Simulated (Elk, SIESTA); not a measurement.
A SIESTA input for a self-consistent single point of NaMg₆Si (Amm2, 8 atoms in the cell) (DFT, GGA PBEsol, numerical atomic orbitals DZP, PseudoDojo PBEsol standard norm-conserving potentials (rewritten from UPF to PSML)):

```
# files in the folder: Na.psml Mg.psml Si.psml (PseudoDojo PBEsol standard)
SystemName  NaMg6Si
SystemLabel namg6si

NumberOfAtoms                8
NumberOfSpecies              3
%block ChemicalSpeciesLabel
  1 11 Na
  2 12 Mg
  3 14 Si
%endblock ChemicalSpeciesLabel
LatticeConstant              1.0 Ang
%block LatticeVectors
     5.019200000    0.000000000    0.000000000
     0.000000000    3.169275000    5.557705000
     0.000000000   -3.169275000    5.557705000
%endblock LatticeVectors
AtomicCoordinatesFormat      Bohr
%block AtomicCoordinatesAndAtomicSpecies
     4.742456682    0.000000000   14.008708396  1
     4.742456682    3.012857411    8.749036198  2
     4.742456682   -3.012857411    8.749036198  2
     0.000000000    3.058733624   12.277049546  2
     0.000000000   -3.058733624   12.277049546  2
     0.000000000   -0.000000000    6.964654595  2
     0.000000000   -0.000000000   17.537982049  2
     4.742456682   -0.000000000    3.457016176  3
%endblock AtomicCoordinatesAndAtomicSpecies

XC.functional                GGA
XC.authors                   PBEsol
PAO.BasisSize                DZP
PAO.EnergyShift              0.005 Ry
MeshCutoff                   400 Ry
%block kgrid.MonkhorstPack
    4   0   0  0.0
    0   3   0  0.0
    0   0   3  0.0
%endblock kgrid.MonkhorstPack
OccupationFunction           MP
OccupationMPOrder            0
ElectronicTemperature        136.0 meV

MaxSCFIterations             150
SCF.Mixer.Method             Pulay
SCF.Mixer.Weight             0.2
SCF.Mixer.History            8
SCF.DM.Tolerance             1.0E-05
Diag.ParallelOverK           true
WriteForces                  true
```

Task: Translate this input to Elk.

Result: One input that does it (others would too):

```
tasks
  0

xctype
  22

tforce
  .true.

rgkmax
  7.5

gmaxvr
  18.0

lmaxapw
  10

lmaxo
  8

nxlo
  2

lorbcnd
  .true.

lradstp
  2

nrmtscf
  2.0

lmaxi
  4

stype
  0

swidth
  0.00499791

avec
    9.4849133647    0.0000000000    0.0000000000
    0.0000000000    5.9890617636   10.5025403315
    0.0000000000   -5.9890617636   10.5025403315

sppath
  './'

atoms
  3   : nspecies
  'Na.in'   : spfname
  1   : natoms; atposl, bfcmt below
  0.5000000000  0.6669200000  0.6669200000    0.0 0.0 0.0
  'Mg.in'   : spfname
  6   : natoms; atposl, bfcmt below
  0.5000000000  0.6680500000  0.1649900000    0.0 0.0 0.0
  0.5000000000  0.1649900000  0.6680500000    0.0 0.0 0.0
  0.0000000000  0.8398400000  0.3291200000    0.0 0.0 0.0
  0.0000000000  0.3291200000  0.8398400000    0.0 0.0 0.0
  0.0000000000  0.3315700000  0.3315700000    0.0 0.0 0.0
  0.0000000000  0.8349400000  0.8349400000    0.0 0.0 0.0
  'Si.in'   : spfname
  1   : natoms; atposl, bfcmt below
  0.5000000000  0.1645800000  0.1645800000    0.0 0.0 0.0

ngridk
  4 3 3
```

Basis settings and potentials, where a program has them, do not carry over. This input uses DFT, PBEsol, all-electron FP-LAPW, Elk's shipped species files, APW+lo basis with extra local orbitals.

The starting cell comes from a database of computed structures (which also holds hypothetical and non-ambient phases and stackings), without a prior relaxation at this level.
